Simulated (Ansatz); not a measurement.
# Defect calculation: O interstitial in wurtzite ZnO

Level of theory: PBE, PAW (plane waves to 420 eV; Ansatz, an electronic-structure program). A supercell of 96 sites (3×2×2 repeats of a cell of 8 atoms) was used; the energies come from a 2×2×2 shifted sampling of its zone. Site at the start: void with 1O nearest, no. 2. Finite-size correction: monopole term and site-potential alignment. Dielectric constants: PBE linear response of the host. Host gap at this level: 0.74 eV. Finite-size and sampling errors can reach tenths of an eV here. PBE underestimates the host's gap, which shifts levels and can delocalise carriers. Spin–orbit coupling is left out. Each state is the lowest found from its start.

Formation energies E_f are given with the Fermi level at the valence-band maximum. Chemical conditions: O-rich (Δμ(O) = 0.00 eV; only phases computed here count, gases as isolated molecules at 0 K); Zn-rich (Δμ(O) = -2.85 eV; only phases computed here count, gases as isolated molecules at 0 K). Reference phases: O: O2 molecule in a box.

In at least one state atoms left their starting sites on relaxation (a large move, or an atom on the emptied site), so the name describes the start.

The name describes the start; the neighbours show where the atoms ended.

Charges with a result: +1, 0, −1. Others weren't obtained, and one of them could lie lower, also by skipping a charge.

A further state could not be aligned with the host and is left out, so the set of levels is incomplete.

```tsv
charge	moment (μB)	largest move off a lattice site (Å)	neighbours of the last O atom of the defect at the end (Å)	image correction with alignment (eV)	E_f, O-rich (eV)	E_f, Zn-rich (eV)	above the lowest spin state (eV)
+1†	0.9	0.69	O 1.39, Zn 2.03, Zn 2.03	0.22	–	–	0.00
0	not spin-polarised	0.72	O 1.48, Zn 1.96, Zn 1.96, Zn 2.62, Zn 2.68	0.00	1.76	4.61	0.00
0†	2.0	1.27	Zn 1.93, Zn 2.04, Zn 2.04, Zn 2.14, O 2.15, O 2.56	0.00	3.00	5.85	1.24
−1†	1.0	1.35	Zn 1.90, Zn 2.05, Zn 2.05, Zn 2.09, O 2.23, O 2.58	0.08	–	–	0.00
```

† Not settled in this cell, so no level is given: charge +1: a level filled in part, carriers not clearly localised, level within 0.1 eV of a band edge or past it; charge −1: level within 0.1 eV of a band edge or past it.

No other site or start that was run ended lower by more than 0.1 eV.

Flagged in the runs: a host whose relaxation on this sampling wasn't shown to rest, a strain field that reaches the edge of the cell.
